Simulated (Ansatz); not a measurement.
# Ru5Si3: pressure series

Start from Ru5Si3 (space group Pbam, No. 55; a = 5.205 Å, b = 9.770 Å, c = 4.012 Å; a cell from a computed database, its experimental status unchecked).

Cell and atoms are relaxed at each pressure.

Computed with Ansatz (a program for electronic structure), PBEsol, PAW, cutoff 420 eV, no SOC.

| pressure (GPa) | volume per atom (Å³/atom) |
|---|---|
| -2 | 12.847 |
| -1 | 12.799 |
| 0 | 12.752 |
| 0.3 | ? |
| 0.7 | 12.721 |
| 1.5 | 12.685 |
| 5 | 12.532 |
| 7.5 | 12.428 |
| 10 | 12.332 |

Q: Fit the third-order Birch–Murnaghan form P(V) = (3B₀/2)[(V₀/V)^(7/3) − (V₀/V)^(5/3)]·[1 + (3/4)(B₀′ − 4)((V₀/V)^(2/3) − 1)] (squares taken in P) to the rows shown and predict the withheld row.

A: Least squares on the printed values gives V₀ = 12.753 Å³/atom, B₀ = 275 GPa, B₀′ = 4.7; this predicts 12.739 Å³/atom, and the run gives 12.739 Å³/atom, in agreement.

Load acts through the strain it causes; cell and atoms are relaxed under it. Stability against distortions was not tested. Competing high-pressure phases were not computed. The final runs are not spin-polarised.
